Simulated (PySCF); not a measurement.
PySCF 2.14.0, PBE0/def2-svp, df: Hf(F)3 ([F][Hf+]([F])[F]), charge +1, multiplicity 1, 4 atoms. The geometry is a generated start, not checked to be a minimum at this level.

- task = energy
- method = pbe0
- basis = def2-svp
- two-electron scheme = density fitting
- mol.max_memory = 3000 MB
- mf.max_cycle = 100
- mf.init_guess = minao (default)
- mf.DIIS = CDIIS (default)
- mf.diis_space = 8 (default)
- mf.conv_tol = 1e-09 (default)
- mf.grids.level = 3 (default)
- effective core potentials = those of the basis set, past Kr
- basis functions = 74
- grid points = 66584

```xyz
4

Hf     0.0711     0.6582     0.2079
F      1.5743    -0.3555    -0.2002
F     -0.7494    -0.5767     1.3240
F     -0.8960     0.2739    -1.3316
```

Charge 1 and multiplicity 1 are set for this test and not shown to be the ground state.

One run each on 2 threads, 1 BLAS thread. Values of level_shift (Hartree) tried: 0 (default), 0.1, 0.3, 1.

Which value of level_shift (Hartree) needs the fewest Fock builds, and what happens away from it?

Fewest Fock builds, within one of each other: 0 (default) with 12, 0.1 with 13. The count rises to 31 at 1. All converge to one solution.

| level_shift (Hartree) | Fock builds | end |
|---|---|---|
| 0 (default) | 12 | same solution |
| 0.1 | 13 | same solution |
| 0.3 | 16 | same solution |
| 1 | 31 | same solution |
